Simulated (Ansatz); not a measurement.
## Effect of pressure 9 GPa on Ti3Al

Base system: Ti₃Al (space group P6_3/mmc, No. 194; a = 5.7474 Å, c = 4.6319 Å).

Now apply this change: cell and atoms relaxed at a pressure of 9 GPa.

All numbers come from r2SCAN (Ansatz, a program for electronic structure; PAW; 500 eV plane waves; spin-orbit coupling left out), earlier PAW set. k-mesh 10×10×10 (Γ-centred); smearing 0.05 eV (Fermi–Dirac).

| quantity | base | changed | shift |
|---|---|---|---|
| volume per atom | 16.56 Å³ | 15.50 Å³ | -1.06 Å³ |
| lattice parameter a | 10.861 bohr | 10.614 bohr | -0.247 bohr |
| c/a ratio | 0.806 | 0.808 | +0.002 |
| shortest interatomic distance | 5.316 bohr | 5.195 bohr | -0.121 bohr |
| band gap | zero | zero | – |

Final structure:

```
CELL_PARAMETERS angstrom
      5.61692     0.00000     0.00000
     -2.80846     4.86439     0.00000
      0.00000     0.00000     4.53971
ATOMIC_POSITIONS crystal
  Ti 0.82981 0.65962 0.25000
  Ti 0.17019 0.82981 0.75000
  Ti 0.34038 0.17019 0.25000
  Ti 0.17019 0.34038 0.75000
  Ti 0.82981 0.17019 0.25000
  Ti 0.65962 0.82981 0.75000
  Al 0.33333 0.66667 0.25000
  Al 0.66667 0.33333 0.75000
```

Load acts through the strain it causes; cell and atoms are relaxed under it. Stability against distortions was not tested. Competing high-pressure phases were not computed. All final runs are without spin polarisation.
